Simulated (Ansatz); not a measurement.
Consider BP in the zinc blende structure (space group F-43m, No. 216; a = 4.5202 Å). Axes: x, y, z lie along the cube axes.

Modification: uniaxial strain ε_zz = −1.63 %, all other strain components held at zero; the atoms relax in the strained cell.

Levels (all Ansatz, a first-principles code, PAW, earlier PAW set): PBEsol (420 eV, scalar-relativistic without spin-orbit coupling); r2SCAN (500 eV, spin-orbit coupling left out); HSE06 (420 eV, scalar-relativistic without spin-orbit coupling); PBEsol+SOC (420 eV, with spin-orbit coupling); HSE06+SOC (420 eV, spin-orbit coupling included).

One geometry, relaxed with PBEsol, under each level:

The valence-band top lists the three highest levels at Γ (Kramers pairs under SOC), from the VBM.

```tsv
level	band gap	lowest conduction level above the VBM at special points	valence-band top at Γ	electron mass	hole mass	pressure
PBEsol	0.84 eV	M 0.94 eV; X 1.13 eV; S 1.71 eV; S₀ 1.71 eV	0.00, -0.16, -0.16 eV	1.2 mₑ along k, 0.22 mₑ across (off the special points)	0.36 mₑ along z, 0.24 mₑ across (at Γ)	28.6 kbar
r2SCAN	1.11 eV	M 1.20 eV; X 1.40 eV; S 2.04 eV; S₀ 2.04 eV	–	1.3 mₑ along k, 0.22 mₑ across (off the special points)	0.34 mₑ along z, 0.23 mₑ across (at Γ)	48.3 kbar
HSE06	___	___	–	–	–	–
PBEsol+SOC	0.84 eV	M 0.94 eV; X 1.13 eV; S 1.71 eV; S₀ 1.71 eV	0.00, -0.15, -0.18 eV	1.2 mₑ along k, 0.22 mₑ across (off the special points)	0.36 mₑ along z, 0.24 mₑ across (at Γ)	28.6 kbar
HSE06+SOC	___	___	___	–	–	–
```

Give the withheld HSE06 and HSE06+SOC results.


- HSE06, band gap: 1.66 eV
- HSE06, lowest conduction level above the VBM at special points: M 1.77 eV; X 1.96 eV; S 2.60 eV; Γ 4.21 eV
- HSE06+SOC, band gap: 1.66 eV
- HSE06+SOC, lowest conduction level above the VBM at special points: M 1.76 eV; X 1.95 eV; S 2.59 eV; Γ 4.20 eV
- HSE06+SOC, valence-band top at Γ: 0.00, -0.16, -0.19 eV

Single points use the geometry relaxed with PBEsol. Their cutoffs differ, which shifts pressures a little. HSE06 gaps are upper bounds (no full band path). Differences between runs with and without spin-orbit coupling are approximate. Masses are band curvatures over ±0.01 Å⁻¹ around the edge. Along k means along the line from Γ to the band edge. Whether these cells are dynamically stable was not tested. k-point labels follow each cell's own Brillouin zone.
